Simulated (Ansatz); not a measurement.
Phonon-limited resistivity of W2CoB2 (Immm) against temperature in μΩ·cm, PBEsol, DFPT electron-phonon coupling, linearised Boltzmann equation (Ansatz, a first-principles code), harmonic crystal at a fixed cell. x, y and z are the axes of this cell:
```yaml
crystal:
  lattice:
    - [-1.58092, 2.26300, 3.52351]
    - [1.58092, -2.26300, 3.52351]
    - [1.58092, 2.26300, -3.52351]
  atoms:
    - { symbol: Co, position: [0.00000, 0.00000, 0.00000] }
    - { symbol: B, position: [0.70718, 0.50000, 0.20718] }
    - { symbol: B, position: [0.29282, 0.50000, 0.79282] }
    - { symbol: W, position: [0.70118, 0.20118, 0.50000] }
    - { symbol: W, position: [0.29882, 0.79882, 0.50000] }
```

| T | ρ (x) | ρ (y) | ρ (z) |
|---|---|---|---|
| 50 K | 0.31 | 0.25 | 0.41 |
| 77 K | 1.43 | 1.13 | 1.88 |
| 100 K | 2.8 | 2.2 | 3.7 |
| 150 K | 6.3 | 4.9 | (withheld) |
| 200 K | (withheld) | 7.7 | 13.4 |
| 250 K | 14.0 | 10.6 | 18.5 |
| 273 K | 15.8 | 11.9 | 21 |
| 300 K | 17.9 | 13.5 | 24 |
| 350 K | 22 | 16.3 | 29 |
| 400 K | 26 | 19.1 | 34 |
| 500 K | 33 | 25 | 44 |
| 600 K | 41 | 30 | 53 |
| 800 K | 57 | 40 | 73 |

### Question
Fill in the missing entries.

### Answer

- 150 K, ρ (z): 8.4
- 200 K, ρ (x): 10.1

A metal at this level (no band gap). Only scattering by harmonic phonons is included (no impurities, grain boundaries, electron-electron scattering or thermal expansion). Spin-orbit coupling is left out, which matters with elements this heavy. Halving the electron mesh (24x24x24) moves the resistivity by up to 4 %. Smearing 0.20 eV; phonons on a 5x5x5 q mesh, which this run doesn't test and which matters most at low temperature.

Formula and space group known from diffraction (Crystallography Open Database), not checked to be the room-temperature form: W2CoB2 (Immm). Treated as nonmagnetic (a ferromagnetic start lost its moment, other orders weren't tried): W2CoB2 (Immm).
